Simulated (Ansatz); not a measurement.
System: Hf vacancy in polar orthorhombic HfO2 (charge state -4). These are PBE, PAW (plane waves to 420 eV; Ansatz, a quantum-chemistry and plane-wave program) values and carry that method's errors.

96-site cell at the relaxed PBE lattice, the Γ point alone, smearing 0.01 eV, spin-restricted, no finite-size correction. No zero-point or tunnelling terms. Spin-orbit coupling is left out. The host's phase is taken as given; its stability against other phases was not computed. The charge state is imposed; whether it is stable for some Fermi level was not computed. Forms of the defect that were not tried may lie lower.

Barriers: single points on a 2×2×2 k-point mesh shifted by half a step at the bands' geometries.

The step: one Hf atom jumps into the vacancy from a nearby Hf site. Atoms about the jump, Cartesian Å from the middle of the jump, before and after:

```json
[
 {"atom": "Hf1", "x0": "1.08", "y0": "-0.03", "z0": "1.22", "x1": "-1.08", "y1": "0.03", "z1": "-1.22"},
 {"atom": "O2", "x0": "-0.61", "y0": "0.99", "z0": "0.93", "x1": "-0.69", "y1": "1.12", "z1": "0.41"},
 {"atom": "O3", "x0": "0.14", "y0": "-1.50", "z0": "0.06", "x1": "-0.08", "y1": "-1.55", "z1": "-0.13"},
 {"atom": "O4", "x0": "2.04", "y0": "1.68", "z0": "0.51", "x1": "2.12", "y1": "1.80", "z1": "0.48"},
 {"atom": "O5", "x0": "0.70", "y0": "1.11", "z0": "-2.14", "x1": "0.63", "y1": "1.03", "z1": "-2.05"},
 {"atom": "O6", "x0": "0.08", "y0": "-1.55", "z0": "-2.68", "x1": "-0.09", "y1": "-1.34", "z1": "-2.61"},
 {"atom": "O7", "x0": "-2.12", "y0": "1.80", "z0": "-2.07", "x1": "-2.07", "y1": "1.70", "z1": "-2.02"},
 {"atom": "Hf8", "x0": "1.47", "y0": "2.68", "z0": "-1.30", "x1": "1.53", "y1": "2.64", "z1": "-1.19"},
 {"atom": "O9", "x0": "-2.71", "y0": "-1.05", "z0": "0.03", "x1": "-2.58", "y1": "-0.93", "z1": "-0.02"},
 {"atom": "O10", "x0": "2.72", "y0": "-1.00", "z0": "-0.04", "x1": "2.90", "y1": "-1.16", "z1": "-0.14"},
 {"atom": "Hf11", "x0": "1.43", "y0": "-2.31", "z0": "-1.31", "x1": "1.48", "y1": "-2.29", "z1": "-1.22"},
 {"atom": "O12", "x0": "0.09", "y0": "3.65", "z0": "0.01", "x1": "0.14", "y1": "3.74", "z1": "-0.01"},
 {"atom": "O13", "x0": "2.58", "y0": "-0.94", "z0": "-2.57", "x1": "2.52", "y1": "-0.96", "z1": "-2.60"},
 {"atom": "Hf14", "x0": "-1.50", "y0": "-2.29", "z0": "1.17", "x1": "-1.43", "y1": "-2.31", "z1": "1.24"},
 {"atom": "Hf15", "x0": "-1.51", "y0": "2.67", "z0": "1.30", "x1": "-1.46", "y1": "2.69", "z1": "1.25"},
 {"atom": "O16", "x0": "-0.10", "y0": "-1.40", "z0": "2.54", "x1": "-0.14", "y1": "-1.49", "z1": "2.61"}
]
```

Task: Give the saddle-point geometry and the barrier.

Result: 
```tsv
atom	x	y	z
Hf1	0.15	0.31	-0.38
O2	-0.85	0.98	1.10
O3	0.14	-1.62	0.02
O4	1.75	1.43	0.17
O5	0.61	1.18	-2.17
O6	0.05	-1.41	-2.57
O7	-2.00	1.83	-1.87
Hf8	1.55	2.83	-1.38
O9	-2.58	-1.02	0.01
O10	2.86	-1.20	-0.18
Hf11	1.54	-2.41	-1.34
O12	0.09	3.64	0.01
O13	2.54	-0.91	-2.61
Hf14	-1.48	-2.33	1.24
Hf15	-1.60	2.78	1.39
O16	-0.17	-1.52	2.63
```
It lies 2.60 eV above the start and 2.60 eV above the end. The saddle point's order was not checked.
